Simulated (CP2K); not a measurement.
Band structure of RbSr₃ (I4/mmm, 4 atoms in the cell).

```yaml
crystal:
  lattice:
    - [7.73031, 0.00000, 0.00000]
    - [2.78762, 7.21019, 0.00000]
    - [-5.25897, -3.60509, 4.37084]
  atoms:
    - { symbol: Rb, position: [0.00000, 0.00000, 0.00000] }
    - { symbol: Sr, position: [0.75000, 0.25000, 0.50000] }
    - { symbol: Sr, position: [0.25000, 0.75000, 0.50000] }
    - { symbol: Sr, position: [0.50000, 0.50000, 0.00000] }
```

Method of the run: PBEsol, GPW, DZVP-MOLOPT-SR-GTH basis, GTH-PBE potentials (GTH_POTENTIALS) (CP2K).

Settings: CUTOFF = 500 Ry; REL_CUTOFF = 50 Ry; SMEAR/METHOD = FERMI_DIRAC; ELECTRONIC_TEMPERATURE = 1160.45 K; KPOINTS/SCHEME = MONKHORST-PACK 5 5 5; XC_FUNCTIONAL = PBE:PBESOL; Rb/BASIS_SET = DZVP-MOLOPT-SR-GTH-q9; Rb/POTENTIAL = GTH-PBE-q9; Sr/BASIS_SET = DZVP-MOLOPT-SR-GTH-q10; Sr/POTENTIAL = GTH-PBE-q10; METHOD = GPW; EPS_DEFAULT = 1e-10; EXTRAPOLATION = USE_GUESS; NGRIDS = 5.

The starting cell comes from a database of computed structures (which also holds hypothetical and non-ambient phases and stackings), without a prior relaxation at this level. Values carry the incompleteness of an atom-centred basis. The potentials were made for another functional than the one used.

Levels in eV from the Fermi level, bands 17 to 22:
| point | 17 | 18 | 19 | 20 | 21 | 22 |
|---|---|---|---|---|---|---|
| Γ | -3.34 | -0.33 | 0.18 | 0.47 | 0.87 | 0.87 |
| X | -1.25 | -1.18 | -1.00 | -0.49 | 0.00 | 0.34 |
| Y | -1.31 | -1.28 | -1.07 | -0.66 | 0.30 | 0.66 |
| S | -1.75 | -1.72 | -1.27 | 0.30 | 0.76 | 0.99 |
| Z | -2.36 | -2.04 | -0.23 | -0.21 | 0.95 | 0.95 |
| S1 | -1.75 | -1.72 | -1.27 | 0.30 | 0.76 | 0.99 |
| N | -2.02 | -1.77 | -0.19 | -0.17 | 0.83 | 0.92 |
| P | -1.23 | -1.10 | -1.10 | -0.60 | 0.26 | 0.61 |
| Y1 | -1.31 | -1.28 | -1.07 | -0.66 | 0.30 | 0.66 |

Bands cross the Fermi level along this path, so the cell is metallic at this level.

Higher empty bands are left out: an atom-centred basis made for the valence describes them poorly.
